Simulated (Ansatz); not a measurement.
Consider InAs in the zinc blende structure (space group F-43m, No. 216; a = 6.1084 Å).

Structures relaxed with r2SCAN/PAW in Ansatz (a first-principles code), no spin-orbit coupling, earlier PAW set.

Base:

Simulated powder pattern, Cu Kα1, λ = 1.54056 Å (kinematic, ideal powder, no thermal factors, no anomalous dispersion; the 8 strongest lines at most, above 2 %, up to 2θ = 90°):

```tsv
2θ (°)	I/Imax (%)	hkl
25.23	100	(111)
29.22	4.1	(200)
41.79	74	(220)
49.45	47	(311)
60.58	12	(400)
66.69	19	(331)
76.31	24	(422)
81.88	14	(511)
```

One thing is altered: every In is replaced by Ag, then cell and atoms are relaxed.

After the change:

Simulated powder pattern, Cu Kα1, λ = 1.54056 Å (kinematic, ideal powder, no thermal factors, no anomalous dispersion; the 8 strongest lines at most, above 2 %, up to 2θ = 90°):

```
2θ (°)  I/Imax (%)    hkl
------  ----------  -----
26.55          100  (111)
30.75          3.4  (200)
44.05           72  (220)
52.17           44  (311)
64.05           11  (400)
70.61           17  (331)
81.01           23  (422)
87.09           13  (333)
```

The indices refer to each structure's own conventional cell; one index is shown for lines that coincide.

Whether these cells are dynamically stable was not tested. As relaxed here, AgAs is a hypothetical phase, not in the database extracts checked. The final runs are not spin-polarised.
